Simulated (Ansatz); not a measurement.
We consider ReB (model structure, started from the rocksalt type, Fm-3m, No. 225, 2 atoms in the cell), described by LDA (Ansatz, a program for electronic structure, PAW).

The input as run:

Ansatz 0.2 input:
```yaml
crystal:
  lattice:
    - [0.0, 2.1648750864, 2.1648750864]
    - [2.1648750864, 0.0, 2.1648750864]
    - [2.1648750864, 2.1648750864, 0.0]
  atoms:
    - { symbol: B, position: [0.0, 0.0, 0.0] }
    - { symbol: Re, position: [0.5, 0.5, 0.5] }
basis:
  ecutwfc: 520
  ecutrho_ratio: 4
  xc_grid: 2
kpoints:
  mp_grid: { grid: [20, 20, 20] }
hamiltonian:
  xc: lda
  dispersion: none
  pseudopotentials: { kind: paw }
scf:
  occupations: { method: fermi_dirac, width: 0.05 }
output:
  forces: true
  stress: true
  eigenvalues: true
relax:
  f_tol: 0.004
  escape_saddle: false
  max_steps: 80
```

Output (set-up and result lines):

```
WARN output.stress: scf.convergence.dr2_threshold = 1e-7 eV (the SCF's general default) is looser than the 2e-10 eV advised for a printed stress (1e-10 eV for …
Relaxation: its limit of steps is 80 (relax.max_steps)
Crystal: 2 atoms, lattice volume = 20.292 Å³
Basis set: ecut = 520 eV, 537 PW (Γ), exchange–correlation on 48×48×48 points (8 copies of the dense FFT grid, shifted against one another)
Bands: 13, of which v1, the nominal top of the filled ones, is band 9 counted from 1 (8 counted from 0)
Symmetry: 48 space group operations
Space group: Fm-3m (ITA 225), of the structure as read, at distance tolerance 2.7e-5 Å
k-points: 256 of 8000
Functional: x = slater, c = lda
SCF iter   1: F=—  HF=-10757.023012 eV  |F-HF|=—  |Δ(HF+E_count)|=         —  Δρ=8.02e-3  dr2=9.09e-3
SCF iter   2: F=—  HF=-10757.021996 eV  |F-HF|=—  |Δ(HF+E_count)|=   1.02e-3  Δρ=4.82e-3  dr2=3.63e-3
  ...
SCF iter   5: F=-10757.021266 eV  HF=-10757.021266 eV  |F-HF|=4.71e-9  |Δ(HF+E_count)|=   6.15e-8  Δρ=8.96e-6  dr2=7.04e-9
SCF iter   6: F=-10757.021266 eV  HF=-10757.021266 eV  |F-HF|=1.42e-10  |Δ(HF+E_count)|=   3.00e-9  Δρ=1.09e-6  dr2=2.00e-10
SCF 1 converged in 6 iterations: F = -10757.021266 eV  dr2 = 2.00e-10
relax step   1: F+E_penalty+E_count = -10757.02126626 eV  Δ(F+E_penalty+E_count) = +0.000e0 eV  max|allowed force component| = 4.266e-29 eV/Å  Δτ_max = 0.0000 Å  (6 SCF iters, accepted)
SCF converged after 6 iterations
Free energy (F): -10757.021266 eV
Internal energy: -10757.009974 eV  (E = F + TS)
E sigma→0 (E₀):  -10757.015620 eV
Fermi energy:    21.688614 eV
--- Forces (eV/Å), atoms counted from 1 ---
  atom   1  B     -0.00000000     0.00000000     0.00000000
  atom   2  Re     0.00000000    -0.00000000     0.00000000
--- Stress (GPa, compression-positive) ---
        7.431722      -0.000000      -0.000000
       -0.000000       7.431722       0.000000
       -0.000000       0.000000       7.431722
  P = ⅓ Tr σ = 7.4317 GPa (74.317 kbar)
```

The cell is one volume of an energy–volume scan, off the minimum.

The PAW data were made under PBE.

Note: the run has no spin polarisation, so it can have missed a magnetic state. Note: the relaxation could raise the start's symmetry but not lower it, so the cell can be a saddle point.

The result took roughly 8 core-seconds.

A model structure was made by putting elements into a prototype or built by hand; it is no filed structure, need not be a known phase, and can be a saddle point held by its symmetry.
